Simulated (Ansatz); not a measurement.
# ZnS under a change: pressure −2 GPa

The parent structure is ZnS in the zinc blende structure (space group F-43m, No. 216; a = 5.357 Å).

One thing is altered: a negative pressure, −2 GPa.

All numbers come from PBEsol (Ansatz, an electronic-structure program, PAW, spin-orbit coupling left out). Settings: 11×11×11 k-points, 0.05 eV Fermi–Dirac smearing.

- Volume per atom: 19.73 Å³ (base 19.21 Å³)
- Density: 4.10 g/cm³ (base 4.21 g/cm³)
- Lattice parameter a: 5.404 Å (base 5.357 Å)
- Shortest interatomic distance: 2.340 Å (base 2.320 Å)
- Enthalpy H = E + PV relative to the base's energy: -0.24 eV/atom
- Band gap: 1.97 eV (base 2.09 eV)
- Gap character: direct at Γ (base direct at Γ)
- Mean gap deformation potential ΔEg/Δln V: -4.3 eV
- Width of the top valence band: 2.76 eV (base 2.86 eV)
- Electron mass: 0.16 mₑ (at Γ) (base 0.17 mₑ (at Γ))
- Hole mass (degenerate bands, along [100]): 0.18, 0.68, 0.68 mₑ (at Γ) (base 0.18, 0.68, 0.68 mₑ (at Γ))
- Valley order (the lowest conduction-band minima on the path, energy above the VBM, named in the base's zone): Γ 1.97 eV; L along ⟨111⟩ 3.19 eV; X along ⟨100⟩ 3.23 eV (base Γ 2.09 eV; X along ⟨100⟩ 3.17 eV; L along ⟨111⟩ 3.24 eV)

Load acts through the strain it causes; cell and atoms are relaxed under it. Effective masses come from finite differences of ±0.01 Å⁻¹. Whether these cells are dynamically stable was not tested.
